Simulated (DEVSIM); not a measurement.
Structure: TaN/La2O3/SiO2/p-Si capacitor, at 350 K.

Layer 1 from the left is La2O3, thickness (nm) 27.0. Layer 2 from the left is SiO2, thickness (nm) 0.640. Layer 3 from the left is Si, thickness (nm) 6000, Na (cm⁻³) 9.2e15.

Metal gate on the left, work function 4.4 eV. Fixed charge at the semiconductor interface 8.6e10 cm⁻² (in units of +e); no interface traps.

This is a model device: material constants are rounded textbook-type values typed into the input, and sizes, dopings and lifetimes were drawn at random. Values at 300 K; Nc and Nv go as T^1.5, mobilities as T to minus their exponent, the gap by Varshni's rule with the affinity fixed.

La2O3: gap (eV) 5.8, affinity (eV) 1.8, permittivity 27. SiO2: gap (eV) 9, affinity (eV) 0.9, permittivity 3.9. Si: gap (eV) 1.124, affinity (eV) 4.05, permittivity 11.7, Nc (cm⁻³) 2.86e19, Nv (cm⁻³) 3.1e19, Varshni α (eV/K) 0.000473, Varshni β (K) 636.

Simulated with DEVSIM: 1D Poisson equation in equilibrium, Boltzmann statistics, complete ionisation; no quantum confinement or tunnelling. Metal contacts follow the ideal Schottky-Mott rule: no Fermi-level pinning, no interface dipoles.

Q: What does the simulation give for the flat-band voltage, the minimum of the low-frequency capacitance?

A: flat-band voltage -0.53 V; minimum of the low-frequency capacitance 0.0396 μF/cm².
